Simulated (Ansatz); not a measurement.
System: spinel GeFe2O4. Method: PBEsol-D3(BJ) (PAW; Ansatz, a program for electronic structure).

Numerical settings: plane-wave cutoff 520 eV, 12×12×12 k mesh, Fermi–Dirac smearing 0.05 eV, spin-polarised with parallel moments, scalar-relativistic PAW data made under PBE.

Energies at three volumes about the minimum:

```tsv
V (Å³/atom)	E − E_lowest (meV/atom)
10.027	2.63
10.232	0.00
10.436	2.48
```

Problem. Fit a parabola by hand: where is the minimum, and what is the bulk modulus?

Solution. Slopes: (0.00 − 2.63)/(10.232 − 10.027) = -12.829 and (2.48 − 0.00)/(10.436 − 10.232) = 12.157 meV/Å³. Curvature E″ = 2 × (12.157 − (-12.829))/(10.436 − 10.027) = 122.181 meV/Å⁶. From the middle of the first interval, the slope vanishes at V0 = 10.1295 − (-12.829)/122.181 = 10.234 Å³/atom. B = V0 E″ = 10.234 × 122.181 meV/Å³ × 0.1602 GPa per meV/Å³ = 200 GPa. The full Birch–Murnaghan fit to all volumes gives V0 = 10.231 Å³/atom and B0 = 200 GPa.

Note: the magnetic order was assumed, not searched for or taken from measurement; functionals without U or exact exchange can leave correlated insulators metallic, so the missing gap need not be real.
